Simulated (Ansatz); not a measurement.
rock-salt TaN (1 1 0) on monoclinic HfO2 (0 1 0), 2 O on N sites at each interface (film strained to the substrate, started from cuts of the bulks and a machine-learned relaxation)

A periodic stack without vacuum, rock-salt TaN (1 1 0) on monoclinic HfO2 (0 1 0), 2 O on N sites at each interface (film strained to the substrate, started from cuts of the bulks and a machine-learned relaxation): substrate slab Hf24O44, film O4N20Ta24, surface cells [[0, -1], [2, -1]] and [[1, 1], [0, 4]], film strained by -1.1 and -0.2 %, outermost planes O/O and NTa/NTa as cut, which need not be the usual terminations and can put a slab off its formula.

The start was prepared with a machine-learned potential, and the result is one local minimum, with the in-plane cell held and forces under 0.04 eV/Å; the film can end far from its bulk form.

All values below come from PBE (plane waves to 420 eV, PAW; Ansatz, a quantum-chemistry and plane-wave program). Spin–orbit coupling is left out; the runs are not spin-polarised; PBE gaps are too small against experiment. Its k-point mesh 6×3×1, Fermi–Dirac width 0.05 eV.

interface area: 54.5 Å²
period: 26.03 Å
gaps between the outermost planes at the two interfaces: 0.28 and 0.36 Å
Hf–Ta contacts across the interfaces within 1.22 times the sum of covalent radii: 29, mean 3.65 Å
Hf–N contacts across the interfaces within 1.22 times the sum of covalent radii: 4, mean 2.18 Å
O–Ta contacts across the interfaces within 1.22 times the sum of covalent radii: 4, mean 2.10 Å
Hf–O contacts across the interfaces within 1.22 times the sum of covalent radii: 3, mean 2.17 Å

```
CELL_PARAMETERS angstrom
      5.35237     0.00035    -0.03098
      7.08519    10.17577     0.13030
      2.14993     0.86964    26.04125
ATOMIC_POSITIONS crystal
  Hf 0.19462 0.40512 0.07304
  Hf 0.73315 0.92703 0.06887
  Hf 0.06641 0.18131 0.06713
  Hf 0.55140 0.69036 0.05505
  Hf 0.51008 0.17261 0.17460
  Hf 0.00340 0.67924 0.17026
  Hf 0.67395 0.40730 0.15729
  Hf 0.20816 0.89769 0.15591
  O  0.22045 0.50704 0.13513
  O  0.74605 0.99818 0.13840
  O  0.97613 0.07357 0.19580
  O  0.46914 0.57266 0.19688
  O  0.50894 0.11539 0.05240
  O  0.01837 0.58954 0.03849
  O  0.71821 0.51331 0.09291
  O  0.25994 0.99882 0.09545
  O  0.63773 0.27687 0.10835
  O  0.17352 0.76514 0.11254
  O  0.12977 0.27690 0.12321
  O  0.67021 0.76796 0.11099
  Hf 0.17064 0.38942 0.27310
  Hf 0.68176 0.88615 0.27329
  Hf 0.98800 0.16636 0.25657
  Hf 0.49253 0.66540 0.25615
  Hf 0.46479 0.15122 0.37376
  Hf 0.96823 0.65083 0.37321
  Hf 0.66123 0.37602 0.35704
  Hf 0.16092 0.87675 0.35599
  O  0.19961 0.48216 0.33291
  O  0.69632 0.98239 0.33277
  O  0.93132 0.04622 0.39670
  O  0.43060 0.54438 0.39863
  O  0.46383 0.06800 0.23407
  O  0.96141 0.56809 0.23296
  O  0.70225 0.48833 0.29882
  O  0.20571 0.98562 0.29709
  O  0.54327 0.30754 0.21608
  O  0.05140 0.80729 0.21764
  O  0.61859 0.24487 0.31354
  O  0.12304 0.74412 0.31395
  O  0.11723 0.24426 0.31845
  O  0.62144 0.74461 0.31661
  O  0.03629 0.31111 0.21644
  O  0.55173 0.80824 0.21164
  Hf 0.13376 0.36385 0.47333
  Hf 0.63499 0.85854 0.47437
  Hf 0.95609 0.13323 0.45674
  Hf 0.44419 0.64268 0.45595
  Hf 0.45059 0.11553 0.56886
  Hf 0.92236 0.62609 0.57517
  Hf 0.62691 0.35062 0.55336
  Hf 0.13721 0.83606 0.55995
  O  0.17891 0.45200 0.53454
  O  0.64134 0.93809 0.54004
  O  0.89072 0.01599 0.59526
  O  0.56840 0.47209 0.60525
  O  0.42689 0.04100 0.43513
  O  0.92605 0.54135 0.43320
  O  0.66944 0.46475 0.49791
  O  0.15472 0.95713 0.49618
  O  0.50664 0.28220 0.41775
  O  0.00262 0.78426 0.41625
  O  0.57913 0.21327 0.51459
  O  0.08365 0.71447 0.51167
  O  0.06872 0.22088 0.51996
  O  0.57632 0.71864 0.51944
  O  0.00765 0.28280 0.41531
  O  0.50650 0.78292 0.41366
  O  0.97364 0.50296 0.63716
  N  0.05769 0.72333 0.61589
  O  0.22610 0.95228 0.68090
  N  0.24200 0.18378 0.64077
  N  0.72806 0.19040 0.72517
  N  0.63599 0.46166 0.72553
  N  0.66133 0.68310 0.71690
  N  0.69739 0.94347 0.72769
  N  0.16750 0.18386 0.79154
  N  0.17443 0.39725 0.75831
  N  0.18634 0.68415 0.79035
  N  0.18521 0.96103 0.78411
  N  0.65357 0.92997 0.84670
  N  0.64644 0.17465 0.84823
  N  0.66327 0.44064 0.84960
  N  0.65436 0.68192 0.85229
  N  0.13002 0.92304 0.90677
  N  0.14417 0.18521 0.90730
  N  0.15275 0.42440 0.90735
  N  0.15209 0.67582 0.90332
  O  0.14005 0.88395 0.02470
  N  0.61886 0.91379 0.98341
  O  0.65315 0.16412 0.95568
  N  0.63250 0.41098 0.96667
  Ta 0.23386 0.33875 0.68356
  Ta 0.15217 0.57605 0.73880
  Ta 0.18188 0.82428 0.73470
  Ta 0.21732 0.09701 0.71874
  Ta 0.74990 0.32707 0.67055
  Ta 0.48721 0.61160 0.65774
  Ta 0.75744 0.80571 0.67506
  Ta 0.72551 0.07586 0.66891
  Ta 0.14386 0.06231 0.85122
  Ta 0.15834 0.31929 0.83783
  Ta 0.15396 0.55365 0.84674
  Ta 0.16431 0.81066 0.84227
  Ta 0.69145 0.05960 0.78539
  Ta 0.63814 0.32212 0.78577
  Ta 0.69997 0.55123 0.78543
  Ta 0.66444 0.80895 0.78905
  Ta 0.08533 0.80466 0.96165
  Ta 0.16715 0.03158 0.96471
  Ta 0.08134 0.31113 0.96721
  Ta 0.16207 0.53873 0.96551
  Ta 0.64577 0.79927 0.91471
  Ta 0.62444 0.03932 0.91265
  Ta 0.65728 0.29921 0.90245
  Ta 0.64407 0.56573 0.91976
```
